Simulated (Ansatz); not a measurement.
Ti: response to strain

Base system: Ti in the hcp (Mg type) structure (space group P6_3/mmc, No. 194; a = 2.936 Å, c = 4.637 Å). Axes: x lies along a and z along c of the hexagonal cell.

Strains are applied to the cell and any free atomic positions relax; under biaxial strain the out-of-plane vector relaxes too.

Calculations: Ansatz (an electronic-structure program), r2SCAN, PAW, cutoff 500 eV, spin-orbit coupling left out.

Notes on the quantities. pressure: mean of the normal stresses, compression positive.

| case | pressure | shortest interatomic distance | space group |
|---|---|---|---|
| base | 0.0 GPa | 2.872 Å | P6_3/mmc (No. 194) |
| biaxial strain −1.73 %, plane normal [001], relaxed out of plane | 2.6 GPa | 2.881 Å | P6_3/mmc (No. 194) |
| biaxial strain −1.23 %, plane normal [001], relaxed out of plane | 1.8 GPa | 2.878 Å | P6_3/mmc (No. 194) |
| biaxial strain +0.97 %, plane normal [001], relaxed out of plane | -1.4 GPa | 2.868 Å | P6_3/mmc (No. 194) |
| biaxial strain +2.28 %, plane normal [001], relaxed out of plane | -3.1 GPa | 2.864 Å | P6_3/mmc (No. 194) |
| isotropic strain −1.02 % | [?] | 2.843 Å | P6_3/mmc (No. 194) |
| isotropic strain +2.37 % | [?] | 2.940 Å | P6_3/mmc (No. 194) |
| isotropic strain +4.31 % | [?] | 2.996 Å | P6_3/mmc (No. 194) |
| uniaxial strain ε_zz = +0.44 % | [?] | 2.880 Å | P6_3/mmc (No. 194) |
| tensor shear ε_xy = +2.68 % | 0.1 GPa | 2.846 Å | P2_1/m (No. 11) |

Some entries are withheld; estimate them.


- isotropic strain −1.02 %, pressure: 3.8 GPa
- isotropic strain +2.37 %, pressure: -7.3 GPa
- isotropic strain +4.31 %, pressure: -11.9 GPa
- uniaxial strain ε_zz = +0.44 %, pressure: -0.5 GPa

Without a gap, meshes like the base's 18×18×10 leave anisotropic stresses uncertain by several tenths of a GPa, and small strain energies with them. Whether these cells are dynamically stable was not tested. The final runs are not spin-polarised.
